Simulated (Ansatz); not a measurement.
# The (100) surface of rock-salt TaC, clean 1x1 (bottom of the slab: a bare face, its two planes held)

Level of theory: PBE (plane waves to 420 eV, PAW; Ansatz, a first-principles code).

Model: 12-atom slab, 11.2 Å thick at the start with caps and adatoms (thin: gaps and levels are the slab's own), 12x12x1 mesh, Fermi-Dirac 0.1 eV, dipole correction, 4 atoms held, the rest relaxed; symmetry of the start imposed; no spin, no spin-orbit, no U.

| Quantity | Value |
|---|---|
| work function of the top face | 3.68 eV |
| energy released by relaxation | 0.29 eV |
| cost | about 3 core-minutes (a rough figure) |
